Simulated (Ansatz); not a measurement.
The reference is Sn in the diamond structure (space group Fd-3m, No. 227; a = 6.566 Å). Axes: x, y, z lie along the cube axes.

Method: r2SCAN/PAW in Ansatz (a first-principles code), no spin-orbit coupling.

Before the change:

The shortest interatomic distance comes out as 2.843 Å and the pressure comes out as 0.0 GPa.

Now apply this change: uniaxial strain ε_zz = +2.00 %, all other strain components held at zero, atoms relaxed at fixed cell.

What happens to the shortest interatomic distance?

The shortest interatomic distance rises by 0.019 Å (2.843 Å → 2.862 Å).

What happens to the pressure?

The pressure (mean of the normal stresses, compression positive) goes from zero to -0.8 GPa.

Whether these cells are dynamically stable was not tested.
